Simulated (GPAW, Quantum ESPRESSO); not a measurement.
A Quantum ESPRESSO input for a self-consistent single point of SrAg₅ (P6/mmm, 6 atoms in the cell) (DFT, PBEsol, plane waves, PSlibrary PAW (PBE) pseudopotentials):

```fortran
&control
 calculation = 'scf'
 prefix = 'srag5'
 outdir = './work'
 pseudo_dir = './'
 tprnfor = .true.
 tstress = .true.
/
&system
 ibrav = 0
 nat = 6
 ntyp = 2
 ecutwfc = 50
 ecutrho = 350
 occupations = 'smearing'
 smearing = 'fermi-dirac'
 degauss = 0.0036749
 input_dft = 'pbesol'
/
&electrons
 conv_thr = 1.0d-10
/
ATOMIC_SPECIES
Sr    87.6200  Sr.pbe-spn-kjpaw_psl.1.0.0.UPF
Ag   107.8682  Ag.pbe-n-kjpaw_psl.1.0.0.UPF
ATOMIC_POSITIONS crystal
Sr    0.00000000    0.00000000    0.00000000
Ag    0.66666667    0.33333333    0.00000000
Ag    0.33333333    0.66666667    0.00000000
Ag    0.50000000    0.00000000    0.50000000
Ag    0.50000000    0.50000000    0.50000000
Ag    0.00000000    0.50000000    0.50000000
K_POINTS automatic
5 5 5  0 0 0
CELL_PARAMETERS bohr
  10.79118680     0.00000000     0.00000000
  -5.39559340     9.34544191     0.00000000
   0.00000000     0.00000000     8.70199983
```

Q: Write the same calculation as an input for GPAW.

A: One input that does it (others would too):

```python
from ase import Atoms
from ase.units import GPa
from gpaw import GPAW, PW, FermiDirac

atoms = Atoms(['Sr', 'Ag', 'Ag', 'Ag', 'Ag', 'Ag'],
              cell=[[5.710450, 0.000000, 0.000000],
                    [-2.855225, 4.945395, 0.000000],
                    [0.000000, 0.000000, 4.604900]],
              scaled_positions=[[0.000000, 0.000000, 0.000000],
                                [0.666667, 0.333333, 0.000000],
                                [0.333333, 0.666667, 0.000000],
                                [0.500000, 0.000000, 0.500000],
                                [0.500000, 0.500000, 0.500000],
                                [0.000000, 0.500000, 0.500000]],
              pbc=True)

calc = GPAW(mode=PW(550),
            xc='PBEsol',
            kpts=(5, 5, 5),
            occupations=FermiDirac(0.05),
            nbands=-14,
            convergence={'density': 1e-05, 'energy': 1e-05},
            symmetry={'symmorphic': False, 'tolerance': 0.0005},
            maxiter=120,
            txt='-')

atoms.calc = calc

energy = atoms.get_potential_energy()
print('Energy (eV):', round(energy, 6))
forces = atoms.get_forces()
print('Forces (eV/Ang):')
print(forces.round(5))
stress = atoms.get_stress()
print('Stress (GPa, Voigt):', (stress / GPa).round(4))
```

Basis, cutoffs, solver keys and any potentials are the target program's own. This input uses DFT PBEsol, plane waves, GPAW PAW datasets PBEsol (made by gpaw-setup). Both were run: pressure -3.60 GPa in Quantum ESPRESSO and -2.51 in GPAW.

On Quantum ESPRESSO: the starting cell comes from a database of computed structures (which also holds hypothetical and non-ambient phases and stackings), without a prior relaxation at this level. With a pressure of about -4 GPa the cell is away from its equilibrium volume at this level.

On GPAW: the starting cell comes from a database of computed structures (which also holds hypothetical and non-ambient phases and stackings), without a prior relaxation at this level.
